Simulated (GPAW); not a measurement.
Worked example: self-consistent single point of CoNiGe (P6_3/mmc, 6 atoms in the cell) in GPAW

Method: PBEsol, GPAW PAW datasets PBEsol (made by gpaw-setup) (plane waves; GPAW).

Input:

```python
from ase import Atoms
from ase.units import GPa
from gpaw import GPAW

atoms = Atoms(['Co', 'Co', 'Ni', 'Ni', 'Ge', 'Ge'],
              cell=[[3.994120, 0.000000, 0.000000],
                    [-1.997060, 3.459009, 0.000000],
                    [0.000000, 0.000000, 5.082340]],
              positions=[[0.000000, 0.000000, 2.541170],
                         [0.000000, 0.000000, 0.000000],
                         [-0.000002, 2.306007, 3.811755],
                         [1.997062, 1.153002, 1.270585],
                         [-0.000002, 2.306007, 1.270585],
                         [1.997062, 1.153002, 3.811755]],
              pbc=True)

calc = GPAW(mode={'name': 'pw', 'ecut': 800},
            xc='PBEsol',
            kpts={'size': (9, 9, 6), 'gamma': True},
            occupations={'name': 'fermi-dirac', 'width': 0.1},
            nbands=-12,
            symmetry={'symmorphic': False, 'tolerance': 0.0005},
            maxiter=150)

atoms.calc = calc

energy = atoms.get_potential_energy()
print('Energy (eV):', round(energy, 6))
forces = atoms.get_forces()
print('Forces (eV/Ang):')
print(forces.round(5))
stress = atoms.get_stress()
print('Stress (GPa, Voigt):', (stress / GPa).round(4))
```

The program printed (abridged):

```
Input parameters:
  kpts: {gamma: True,
         size: (9, 9, 6)}
  maxiter: 150
  mode: {ecut: 800,
         name: pw}
  nbands: -12
  occupations: {name: fermi-dirac,
                width: 0.1}
  symmetry: {symmorphic: False,
             tolerance: 0.0005}
  xc: PBEsol

species:
  Co:
    name: Cobalt
    Z: 27.0
    valence: 9
    core: 18
    charge: 0.0
    file: Co.PBEsol.gz

    # Using partial waves for Co as LCAO basis

  Ni:
    name: Nickel
    Z: 28.0
    valence: 16
    core: 12
    charge: 0.0
    file: Ni.PBEsol.gz

    # Using partial waves for Ni as LCAO basis

  Ge:
    name: Germanium
    Z: 32.0
    valence: 4
    core: 28
    charge: 0.0
    file: Ge.PBEsol.gz

    # Using partial waves for Ge as LCAO basis

Reference energy: -272514.418520  # eV

Spin-paired calculation

Convergence criteria:
 Maximum [total energy] change in last 3 cyles: 0.0005 eV / valence electron
 Maximum integral of absolute [dens]ity change: 0.0001 electrons / valence electron
 Maximum integral of absolute [eigenst]ate change: 4e-08 eV^2 / valence electron
 Maximum number of scf [iter]ations: 150

Symmetries present (total): 24
Symmetries with fractional translations: 12
486 k-points: 9 x 9 x 6 Monkhorst-Pack grid + [0.000000,0.000000,1/12]
48 k-points in the irreducible part of the Brillouin zone
       k-points in crystal coordinates                weights
   0:     0.00000000    0.00000000    0.00000000          1/486
   1:     0.00000000    0.00000000    0.16666667          2/486
   2:     0.00000000    0.00000000    0.33333333          2/486
   [... 7 lines left out ...]
          ...
  47:     0.44444444    0.44444444    0.50000000          6/486

Wave functions: Plane wave expansion
  Cutoff energy: 800.000 eV
  Number of coefficients (min, max): 3581, 3624
  Pulay-stress correction: 0.000000 eV/Ang^3 (de/decut=0.000000)

Occupation numbers: Fermi-Dirac:
  width: 0.1000  # eV

Eigensolver

Densities:
  Coarse grid: 27*27*36 grid
  Fine grid: 54*54*72 grid
  Total Charge: 0.000000

Density mixing:
  Method: separate
  Backend: pulay
  Linear mixing parameter: 0.05
  old densities: 5
  Damping of long wavelength oscillations: 50

Hamiltonian:
  XC and Coulomb potentials evaluated on a 54*54*72 grid
  External potential:
    NoExternalPotential

XC parameters: PBEsol with 2 nearest neighbor stencil

Number of atoms: 6
Number of atomic orbitals: 50
Number of bands in calculation: 41
Number of valence electrons: 58
Bands to converge: occupied

Density initialized from atomic densities
  41 bands from LCAO basis set

Atomic positions and initial magnetic moments

Positions:
   0 Co     0.000000    0.000000    2.541170    ( 0.0000,  0.0000,  0.0000)
   1 Co     0.000000    0.000000    0.000000    ( 0.0000,  0.0000,  0.0000)
   2 Ni    -0.000002    2.306007    3.811755    ( 0.0000,  0.0000,  0.0000)
   3 Ni     1.997062    1.153002    1.270585    ( 0.0000,  0.0000,  0.0000)
   4 Ge    -0.000002    2.306007    1.270585    ( 0.0000,  0.0000,  0.0000)
   5 Ge     1.997062    1.153002    3.811755    ( 0.0000,  0.0000,  0.0000)

Unit cell:
           periodic     x           y           z      points  spacing
  1. axis:    yes    3.994120    0.000000    0.000000    27     0.1281
  2. axis:    yes   -1.997060    3.459009    0.000000    27     0.1281
  3. axis:    yes    0.000000    0.000000    5.082340    36     0.1412

  Lengths:   3.994120   3.994120   5.082340
  Angles:   90.000000  90.000000 120.000003

Effective grid spacing dv^(1/3) = 0.1388

     iter     time        total  log10-change:
                         energy   eigst   dens
iter:   1 --:--:--   -46.035926
iter:   2 --:--:--   -45.618703   -0.32  -1.41
iter:   3 --:--:--   -45.113123   -0.80  -1.49
iter:   4 --:--:--   -45.364428   -1.32  -1.64
iter:   5 --:--:--   -45.123991   -2.25  -1.70
iter:   6 --:--:--   -45.169891   -1.72  -1.94
iter:   7 --:--:--   -45.133451   -3.78  -2.07
iter:   8 --:--:--   -45.097310   -2.80  -2.12
iter:   9 --:--:--   -45.095201   -3.51  -2.70
iter:  10 --:--:--   -45.095130c  -5.37  -3.15
iter:  11 --:--:--   -45.095145c  -4.43  -3.17
iter:  12 --:--:--   -45.094912c  -4.46  -3.16
iter:  13 --:--:--   -45.094827c  -5.70  -3.50
iter:  14 --:--:--   -45.094857c  -5.80  -3.78
iter:  15 --:--:--   -45.094852c  -7.19  -4.30c
iter:  16 --:--:--   -45.094853c  -8.07c -4.34c

Converged after 16 iterations.

Dipole moment: (0.000000, -0.000000, -0.000000) |e|*Ang

Energy contributions relative to reference atoms: (reference = -272514.418520)

Kinetic:        +58.581476
Potential:      -44.154683
External:        +0.000000
XC:             -59.375083
Entropy (-ST):   -0.166187
Local:           -0.063470
SIC:             +0.000000
--------------------------
Free energy:    -45.177946
Extrapolated:   -45.094853

Showing only first 2 kpts
 Kpt  Band  Eigenvalues  Occupancy
  0    27     10.52439    1.03674
  0    28     11.41192    0.00030
  0    29     12.75395    0.00000
  0    30     13.64462    0.00000

  1    27     10.40925    1.54586
  1    28     11.40687    0.00032
  1    29     12.90606    0.00000
  1    30     13.17485    0.00000

Fermi level: 10.53174

No gap
No difference between direct/indirect transitions
Energy (eV): -45.094853

Forces in eV/Ang:
  0 Co   -0.00000    0.00000    0.00000
  1 Co   -0.00000    0.00000    0.00000
  2 Ni   -0.00000    0.00000    0.00000
  3 Ni   -0.00000   -0.00000   -0.00000
  4 Ge    0.00000    0.00000    0.00000
  5 Ge   -0.00000    0.00000   -0.00000

Stress tensor:
     0.042985     0.000000     0.000000
     0.000000     0.042985     0.000000
     0.000000     0.000000     0.037481
Stress (GPa, Voigt): [6.8869 6.8869 6.0052 0.     0.     0.    ]
```

The run converged in 16 iterations. GPAW prints stress with tension positive.

The starting cell comes from a database of computed structures (which also holds hypothetical and non-ambient phases and stackings), without a prior relaxation at this level. Spin polarisation is off. With a pressure of about -7 GPa the cell is away from its equilibrium volume at this level.

Cost on one core of a shared machine: roughly 90 s.
